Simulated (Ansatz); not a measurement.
Results of LDA (PAW; Ansatz, a first-principles code) for TaGe₂ (model structure, started from the AlB2 type, P6/mmm, No. 191, 3 atoms in the cell).

Numerical settings: plane-wave cutoff 520 eV, 18×18×12 k mesh (along the axes of the cell as run), Fermi–Dirac smearing 0.05 eV, scalar-relativistic PAW data made under PBE.

Cell (relaxed at this level):

```
CELL_PARAMETERS angstrom
      4.58232     0.00000     0.00000
     -2.29116     3.96840     0.00000
      0.00000     0.00000     2.66371
ATOMIC_POSITIONS crystal
  Ta 0.00000 0.00000 0.00000
  Ge 0.33333 0.66667 0.50000
  Ge 0.66667 0.33333 0.50000
```

Question: Give the computed bulk modulus.

Answer: 
bulk modulus: 141 GPa

The run finds no gap.

Note: the bulk modulus is −V dP/dV from two relaxed cells at ±2 % in volume; the relaxation could raise the start's symmetry but not lower it, so the cell can be a saddle point.

Spin–orbit coupling is not included; it can open a gap where bands touch, and shift volumes and moduli.

Computed values are for the static lattice.

Computing time: roughly 8 core-minutes.

A model structure was made by putting elements into a prototype or built by hand; it is no filed structure, need not be a known phase, and can be a saddle point held by its symmetry.
